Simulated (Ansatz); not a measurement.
Checking a run of Ansatz (a quantum-chemistry and plane-wave program) on RbMgCO3F (P1, 21 atoms in the cell). The aim is a self-consistent single point with DFT, LDA (PW92), plane waves, default PAW files made with PBE.

Cell that was meant: a = 9.0160 Å, b = 9.0160 Å, c = 3.9403 Å, α = 90.00°, β = 90.00°, γ = 120.00°.

Part of the input:

Ansatz 0.2 input:
```yaml
  pseudopotentials: { kind: paw }
scf:
  occupations: { method: fermi_dirac, width: 0.0073 Ry }
  max_iter: 40
  convergence: { dr2_threshold: 1.0e-22 eV }
output:
  forces: true
  eigenvalues: true
```

Output, abridged:

```
WARN basis.ecutwfc = 420 eV, the default
WARN ansatz: RAYON_NUM_THREADS=1 ignored (pool sized by the plan → 1); use --threads N
   [... lines left out ...]
PAW frozen core: C, regenerated for the run's functional, and the local potential with it
Initial density: superposition of atomic densities (neutral atoms: chi_scale 0, normalization atom), corrected by the library's trained network
Initial wavefunctions: pseudopotential atomic-orbital guess
Eigensolver: davidson
Functional: x = slater, c = lda
SCF iter   1: F=—  HF=-23342.394086 eV  |F-HF|=—  |Δ(HF+E_count)|=         —  Δρ=1.41e-2  dr2=4.64e-1  ethr=1.77e-3  ⟨swp⟩=7.4  Hψ=4964  notcnv=0  defer=25
all-band conjugate gradients solve this SCF's bands
preconditioner: auto → Resta (q_TF=auto, 2.446 Å⁻¹)
SCF iter   2: F=—  HF=-23342.249504 eV  |F-HF|=—  |Δ(HF+E_count)|=   1.45e-1  Δρ=4.22e-3  dr2=3.60e-2  ethr=3.22e-4  ⟨swp⟩=2.0  Hψ=2024  notcnv=0  defer=160
   [... lines left out ...]
SCF iter  28: F=—  HF=-23342.235558 eV  |F-HF|=—  |Δ(HF+E_count)|=  3.64e-12  Δρ=2.80e-13  dr2=1.59e-22  ethr=9.19e-19 (applied; sched 1.00e-12)  ⟨swp⟩=1.0  Hψ=951  notcnv=0  defer=165
SCF iter  29: F=—  HF=-23342.235558 eV  |F-HF|=—  |Δ(HF+E_count)|=  1.09e-11  Δρ=2.47e-13  dr2=1.15e-22  ethr=1.00e-12  ⟨swp⟩=9.3  Hψ=2851  notcnv=0
SCF iter  30: F=-23342.235558 eV  HF=-23342.235558 eV  |F-HF|=3.64e-12  |Δ(HF+E_count)|=  3.64e-12  Δρ=1.96e-13  dr2=7.73e-23  ethr=1.00e-12  ⟨swp⟩=1.0  Hψ=1164  notcnv=0
SCF 1 converged in 30 iterations: F = -23342.235558 eV  dr2 = 7.73e-23
Free energy (F): -23342.235558 eV
Internal energy: -23342.235558 eV  (E = F + TS)
E sigma→0 (E₀):  -23342.235558 eV
Fermi energy:    6.637776 eV
--- Forces (eV/Å), atoms counted from 1 ---
  atom   1  Rb    -0.00793308     0.07093647     0.01426175
  atom   2  Rb    -0.00138827     0.01762790     0.00198143
  atom   3  Rb     0.10958880     0.00855137    -0.01004070
  atom   4  Mg    -0.02917730    -0.41713571     0.22608246
  atom   5  Mg     0.18031709     0.03432927    -0.51214846
  atom   6  Mg    -0.02107456     0.03370162     0.09646027
  atom   7  F      0.00719493    -0.04632178     0.09195346
  atom   8  F     -0.01713919     0.05143727    -0.26138981
   [... lines left out ...]
  atom  21  C     -1.65313774    -0.78466688     0.79575595
--- Stress (GPa, compression-positive) ---
       -1.735796      -0.051546       0.041199
       -0.051546      -1.986009      -0.055583
        0.041199      -0.055583      -3.276945
  P = ⅓ Tr σ = -2.3329 GPa (-23.329 kbar)
  The stress holds the Pulay correction. Without it, at fixed plane waves, as pw.x and ABINIT print it: P = -3.1116 GPa
```

Is this run sound? If not, what is wrong?

The results can be used. The input holds a threshold far tighter than needed, beside a limit on iterations, which can do harm: each further decade of the residual costs iterations, and near the noise of double precision and of the grids the loop may never get there. Here it did none. The run converged in 30 iterations, and against the sound input the free energy hardly moves (within 1 meV/atom), the pressure stays at -2.33 GPa, the largest force stays at 2.329 eV/Å and the gap on the mesh stays at 4.494 eV. It cost iterations: the sound input took 9.

The sound input it was made from differs as follows (other fixes are possible):
```diff
-  max_iter: 40
-  convergence: { dr2_threshold: 1.0e-22 eV }
```

With that input, the run converged in 9 iterations: free energy E − TS (on the zero of these files) -23342.2356 eV; top of the valence band (on the code's own zero) 4.30 eV; gap on the k-point mesh 4.49 eV; pressure -2.33 GPa; largest force (vector length) 2.329 eV/Å (DFT, LDA (PW92), plane waves, default PAW files made with PBE).

On the sound input: the starting cell comes from a database of published, mostly measured structures (it also holds non-ambient and calculated ones), without a prior relaxation at this level. Its atoms were displaced at random from the sites of space group no. 189. Forces in this geometry exceed 1 eV/Å. Ansatz's pressure includes its estimate of the finite-basis (Pulay) stress. Without the estimate this run gives -3.11 GPa.
